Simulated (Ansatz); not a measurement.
# Fermi-surface data of Li2CuSn2 (I4_1/amd)

Input:

```yaml
crystal:
  lattice:
    - [-2.19417, 2.19417, 9.57467]
    - [2.19417, -2.19417, 9.57467]
    - [2.19417, 2.19417, -9.57467]
  atoms:
    - { symbol: Li, position: [0.82700, 0.82700, 0.00000] }
    - { symbol: Li, position: [0.57700, 0.07700, 0.50000] }
    - { symbol: Li, position: [0.92300, 0.42300, 0.50000] }
    - { symbol: Li, position: [0.17300, 0.17300, 0.00000] }
    - { symbol: Cu, position: [0.75000, 0.25000, 0.50000] }
    - { symbol: Cu, position: [0.00000, 0.00000, 0.00000] }
    - { symbol: Sn, position: [0.32254, 0.32254, 0.00000] }
    - { symbol: Sn, position: [0.07254, 0.57254, 0.50000] }
    - { symbol: Sn, position: [0.42746, 0.92746, 0.50000] }
    - { symbol: Sn, position: [0.67746, 0.67746, 0.00000] }
```

The numbers are results of PBEsol, rigid bands (plane waves, PAW, scalar-relativistic; Ansatz, a first-principles code), not measurements. Cell: cell and atoms relaxed with PBEsol.

```json
{
 "density of states at the Fermi level": "2.64 states/(eV·cell), both spins",
 "bare Sommerfeld coefficient": "0.62 mJ/(mol of atoms·K²)",
 "drude_plasma_energy": "5.4 (x), 5.4 (y), 4.9 (z) eV",
 "root-mean-square Fermi velocity": "8.5e5 m/s",
 "resistivity times τ": "17.0 (x), 17.0 (y), 20 (z) ×10⁻²² Ω·m·s"
}
```

A metal at this level (no band gap); rigid bands, thermally averaged at 300 K, both spins. Spin-orbit coupling is left out. τ is one relaxation time for all states.

Computed structure, not matched to a measured one here, so possibly hypothetical: Li2CuSn2 (I4_1/amd).
